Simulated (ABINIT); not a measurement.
# Input and output of a self-consistent single point for Zn₂GeS₃ (P3m1, 6 atoms in the cell) (ABINIT)

Computed with PBEsol, PAW (JTH v2.0 PBE PAW, files made for PBE) (plane waves; ABINIT).

This input was run:

```
# Zn2GeS3, JTH v2.0 PBE PAW
pp_dirpath "./"
pseudos "Zn.GGA_PBE-JTH.xml, Ge.GGA_PBE-JTH.xml, S.GGA_PBE-JTH.xml"
acell 3*1.0
rprim
         7.2906008251    0.0000000831    0.0000000000
        -3.6453004846    6.3138454819    0.0000000000
         0.0000000000    0.0000000000   19.9042774008
natom 6
ntypat 3
znucl 30 32 16
typat 1 1 2 3 3 3
xred
         0.6666666667    0.3333333333    0.3515400000
         0.3333333333    0.6666666667    0.6482000000
         0.0000000000    0.0000000000    0.9999800000
         0.0000000000    0.0000000000    0.2846800000
         0.6666666667    0.3333333333    0.5844600000
         0.3333333333    0.6666666667    0.8811400000
ecut 30
pawecutdg 60
pawxcdev 0
ixc -116133
occopt 1
nband 32
kptopt 1
ngkpt 9 9 3
nshiftk 1
shiftk 0 0 0
nstep 80
tolvrs 1.0e-10
diemac 4
prtwf 0
prtden 0
enunit 2
```

The program printed (abridged):

```
 Symmetries : space group P3 m 1 (#156); Bravais hP (primitive hexag.)

 -outvars: echo values of preprocessed input variables --------
            acell      1.0000000000E+00  1.0000000000E+00  1.0000000000E+00 Bohr
           diemac      4.00000000E+00
             ecut      3.00000000E+01 Hartree
           enunit           2
              ixc     -116133
         kptrlatt        9    0    0      0    9    0      0    0    3
          kptrlen      5.97128322E+01
            natom           6
            nband          32
            ngfft          36      36     100
          ngfftdg          54      54     144
             nkpt          31
            nstep          80
             nsym           6
           ntypat           3
        pawecutdg      6.00000000E+01 Hartree
         pawxcdev           0
            rprim      7.2906008251E+00  8.3100000000E-08  0.0000000000E+00
                      -3.6453004846E+00  6.3138454819E+00  0.0000000000E+00
                       0.0000000000E+00  0.0000000000E+00  1.9904277401E+01
          spgroup         156
           tolvrs      1.00000000E-10
            typat      1  1  2  3  3  3
           useylm           1
             xred      6.6666666667E-01  3.3333333333E-01  3.5154000000E-01
                       3.3333333333E-01  6.6666666667E-01  6.4820000000E-01
                       0.0000000000E+00  0.0000000000E+00  9.9998000000E-01
                       0.0000000000E+00  0.0000000000E+00  2.8468000000E-01
                       6.6666666667E-01  3.3333333333E-01  5.8446000000E-01
                       3.3333333333E-01  6.6666666667E-01  8.8114000000E-01
            znucl       30.00000   32.00000   16.00000

== DATASET  1 ==================================================================

 Real(R)+Recip(G) space primitive vectors, cartesian coordinates (Bohr,Bohr^-1):
 R(1)=  7.2906008  0.0000001  0.0000000  G(1)=  0.1371629  0.0791910  0.0000000
 R(2)= -3.6453005  6.3138455  0.0000000  G(2)= -0.0000000  0.1583821  0.0000000
 R(3)=  0.0000000  0.0000000 19.9042774  G(3)=  0.0000000  0.0000000  0.0502405
 Unit cell volume ucvol=  9.1622827E+02 bohr^3
 Angles (23,13,12)=  9.00000000E+01  9.00000000E+01  1.20000000E+02 degrees

 Coarse grid specifications (used for wave-functions):

 getcut: wavevector=  0.0000  0.0000  0.0000  ngfft=  36  36 100
         ecut(hartree)=     30.000   => boxcut(ratio)=   2.00269

 Fine grid specifications (used for densities):

 getcut: wavevector=  0.0000  0.0000  0.0000  ngfft=  54  54 144
         ecut(hartree)=     60.000   => boxcut(ratio)=   2.07480

   2.60170636E+03                                ecore*ucvol(ha*bohr**3)

_setup2: Arith. and geom. avg. npw (full set) are    7191.123    7191.092

--- !BeginCycle
solver: {iscf: 17, nstep: 80, nline: 4, wfoptalg: 10, }
tolerances: {tolvrs: 1.00E-10, }
...

     iter   Etot(hartree)      deltaE(h)  residm     nres2
 ETOT  1  -251.69807901302    -2.517E+02 8.289E+00 2.809E+01
 ETOT  2  -255.37524209150    -3.677E+00 7.944E-02 5.827E+01
 ETOT  3  -255.22374874761     1.515E-01 3.131E-01 2.271E+01
 ETOT  4  -255.19630079610     2.745E-02 5.943E-02 5.471E+00
 ETOT  5  -255.17129563278     2.501E-02 1.762E-01 4.190E-01
 ETOT  6  -255.18059952667    -9.304E-03 3.555E-02 1.051E+00
   [... 17 lines left out ...]
 ETOT 24  -255.18095895663     1.961E-12 6.738E-04 2.425E-09
 ETOT 25  -255.18095895663     1.961E-12 9.196E-04 6.487E-10
 ETOT 26  -255.18095895663    -4.150E-12 8.284E-04 7.497E-10
 ETOT 27  -255.18095895663     3.979E-12 7.578E-04 1.716E-10
 ETOT 28  -255.18095895663    -2.672E-12 9.837E-04 9.956E-12

 At SCF step   28       nres2   =  9.96E-12 < tolvrs=  1.00E-10 =>converged.

 Cartesian components of stress tensor (hartree/bohr^3)
  sigma(1 1)=  9.94533976E-05  sigma(3 2)=  0.00000000E+00
  sigma(2 2)=  9.94533975E-05  sigma(3 1)=  0.00000000E+00
  sigma(3 3)=  8.49292621E-05  sigma(2 1)=  4.21948437E-14

 ----iterations are completed or convergence reached----

 reduced coordinates (array xred) for    6 atoms
       0.666666666667      0.333333333333      0.351540000000
       0.333333333333      0.666666666667      0.648200000000
       0.000000000000      0.000000000000      0.999980000000
       0.000000000000      0.000000000000      0.284680000000
       0.666666666667      0.333333333333      0.584460000000
       0.333333333333      0.666666666667      0.881140000000
 cartesian forces (eV/Angstrom) at end:
    1      0.00000000000000     0.00000000000000     0.06015422135285
    2      0.00000000000000     0.00000000000000    -0.00022129784735
    3     -0.00000000000000    -0.00000000000000    -0.06908754402741
    4     -0.00000000000000     0.00000000000000     0.09375946346101
    5     -0.00000000000000     0.00000000000000    -0.03326734305908
    6     -0.00000000000000    -0.00000000000000    -0.05133749988003
 frms,max,avg= 3.4095259E-02 9.3759463E-02   0.000E+00  0.000E+00  3.344E-05 e/A
 length scales=  1.000000000000  1.000000000000  1.000000000000 bohr
              =  0.529177208590  0.529177208590  0.529177208590 angstroms
 Fermi (or HOMO) energy (hartree) =   0.16650   Average Vxc (hartree)=  -0.33432
 Eigenvalues (hartree) for nkpt=  31  k points:
 kpt#   1, nband= 32, wtk=  0.00412, kpt=  0.0000  0.0000  0.0000 (reduced coord)
  -0.73876   -0.73876   -0.73781   -0.73781   -0.73763   -0.33980   -0.31013   -0.27962
  -0.10754   -0.08207   -0.08207   -0.06925   -0.06609   -0.06609   -0.05857   -0.05857
  -0.04316   -0.04316   -0.04217    0.00607    0.08910    0.08910    0.11505    0.13210
   0.13407    0.13407    0.16195    0.16195    0.21687    0.26812    0.27478    0.27937
 prteigrs : prtvol=0 or 1, do not print more k-points.

 Fermi (or HOMO) energy (eV) =   4.53057   Average Vxc (eV)=  -9.09726
 Eigenvalues (   eV  ) for nkpt=  31  k points:
 kpt#   1, nband= 32, wtk=  0.00412, kpt=  0.0000  0.0000  0.0000 (reduced coord)
 -20.10256  -20.10256  -20.07671  -20.07671  -20.07198   -9.24630   -8.43894   -7.60898
  -2.92632   -2.23326   -2.23326   -1.88441   -1.79831   -1.79831   -1.59385   -1.59385
  -1.17454   -1.17454   -1.14745    0.16510    2.42452    2.42452    3.13076    3.59461
   3.64825    3.64825    4.40682    4.40682    5.90124    7.29604    7.47727    7.60206
 prteigrs : prtvol=0 or 1, do not print more k-points.

--- !EnergyTerms
comment             : Components of total free energy in Hartree
kinetic             :  3.27682278680754E+01
hartree             :  7.15205830233345E+01
xc                  : -1.66138184595135E+01
Ewald energy        : -1.42468083188843E+02
psp_core            :  2.83958315102418E+00
local_psp           : -2.39613184051845E+02
spherical_terms     :  3.63857325051907E+01
total_energy        : -2.55180959152577E+02
total_energy_eV     : -6.94382703326376E+03
...

-Cartesian components of stress tensor (GPa)         [Pressure= -2.7836E+00 GPa]
- sigma(1 1)=  2.92601948E+00  sigma(3 2)=  0.00000000E+00
- sigma(2 2)=  2.92601948E+00  sigma(3 1)=  0.00000000E+00
- sigma(3 3)=  2.49870474E+00  sigma(2 1)=  1.24141495E-09

 Calculation completed.
```

The run converged in 28 iterations.

The starting cell comes from a database of computed structures (which also holds hypothetical and non-ambient phases and stackings), without a prior relaxation at this level. The potentials were made for another functional than the one used.

Cost on one core of a shared machine: roughly 10 min.
